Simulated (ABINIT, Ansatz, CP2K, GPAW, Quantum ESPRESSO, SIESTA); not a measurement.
**Pb (Fm-3m, 1 atom in the cell) computed with different codes at matched settings**

Self-consistent single point.

```xyz
1
Lattice="0.0000 2.5197 2.5197 2.5197 0.0000 2.5197 2.5197 2.5197 0.0000" Properties=species:S:1:pos:R:3 pbc="T T T"
Pb     0.0000     0.0000     0.0000
```

All programs got the same cell, k-point mesh and kind of occupations (in Ansatz's words: kpoints.mp_grid.grid = 8 8 8; scf.occupations.method = fermi_dirac; scf.occupations.width = 0.0073 Ry); potentials, basis and cutoffs are each program's usual ones.

```csv
code,model,pressure (GPa),k-points,cutoff
ABINIT,"PBE, norm-conserving pseudopotentials (PseudoDojo nc-sr-05 PBE standard)",-0.09,29,31 Ha
Quantum ESPRESSO,"PBE, PSlibrary PAW (PBE, semicore) pseudopotentials",-1.16,29,55 Ry
SIESTA,"GGA PBE, numerical atomic orbitals TZP, PseudoDojo PBE standard norm-conserving potentials (rewritten from UPF to PSML)",-0.28,296,grid 300 Ry
Ansatz,"PBE, default PAW files",0.00,29,default
CP2K,"PBE, GPW, DZVP-MOLOPT-SR-GTH basis, GTH-PBE potentials (GTH_POTENTIALS)",0.18,260,grid 400 Ry
GPAW,"PBE, GPAW PAW datasets PBE (gpaw-data 1.0.1)",-0.24,29,550 eV
```

The spread over the programs that give each value: pressure within 1.34 GPa.

The starting cell comes from a database of computed structures (which also holds hypothetical and non-ambient phases and stackings), without a prior relaxation at this level. Its lattice was rescaled by a random factor within 2.5 % of one. On Ansatz's run: Spin-orbit coupling is off.

Question: Why do the programs differ, and what cannot be compared?

Answer: Differences of this kind can come from the potentials, where these differ, and from what each basis and cutoff leave unconverged. The valence holds different numbers of electrons (ABINIT 14, Quantum ESPRESSO 14, SIESTA 14, Ansatz (a first-principles code) 14, CP2K 4, GPAW 14). The zero of total energies and Fermi levels follows the potentials and each program's conventions, so they are not compared here. SIESTA and CP2K use small atom-centred bases, whose incompleteness enters pressures, forces and empty levels differently from a plane-wave cutoff. Ansatz's pressure is given at a fixed set of plane waves, as the other plane-wave codes print theirs. Ansatz's smearing width was typed in Ry to four decimals, so it matches the others to a few per cent. The programs reduce the same mesh by symmetry to different extents, which changes the work and not the result.

Left out of this page: Elk and FLEUR (not drawn, or without a comparable value).

Keys are those of Ansatz 0.2.
